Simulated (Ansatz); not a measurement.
Results of LDA (Ansatz, a program for electronic structure, PAW) for SnO (model structure, started from the 6H type, P6₃mc, No. 186, 12 atoms in the cell).

Settings: plane-wave cutoff 520 eV, 18×18×4 k mesh (along the axes of the cell as run), Fermi–Dirac smearing 0.05 eV, scalar-relativistic PAW data made under PBE.

Cell (relaxed at this level):

```xyz
12
Lattice="3.2562 0.0000 0.0000 -1.6281 2.8200 0.0000 0.0000 0.0000 24.1064" Properties=species:S:1:pos:R:3 pbc="T T T"
Sn     0.0000     0.0000    -0.0348
Sn     0.0000     0.0000    12.0184
Sn     1.6281     0.9400    20.0323
Sn     0.0000     1.8800     7.9790
Sn     1.6281     0.9400     3.9787
Sn     0.0000     1.8800    16.0319
O      0.0000     0.0000    21.1116
O      0.0000     0.0000     9.0584
O      1.6281     0.9400    17.1149
O      0.0000     1.8800     5.0617
O      1.6281     0.9400     1.0453
O      0.0000     1.8800    13.0986
```

**Question.** Estimate the band gap and Γ–Γ gap that the calculation returns.

**Answer.** 
band gap: 1.02 eV (on the SCF k mesh)
Γ–Γ gap: 2.16 eV

Note: the relaxation could raise the start's symmetry but not lower it, so the cell can be a saddle point.

Spin–orbit coupling is not included.

Computed values are for the static lattice.

Computing time: about 60 core-minutes (a rough figure).

A model structure was made by putting elements into a prototype or built by hand; it is no filed structure, need not be a known phase, and can be a saddle point held by its symmetry.
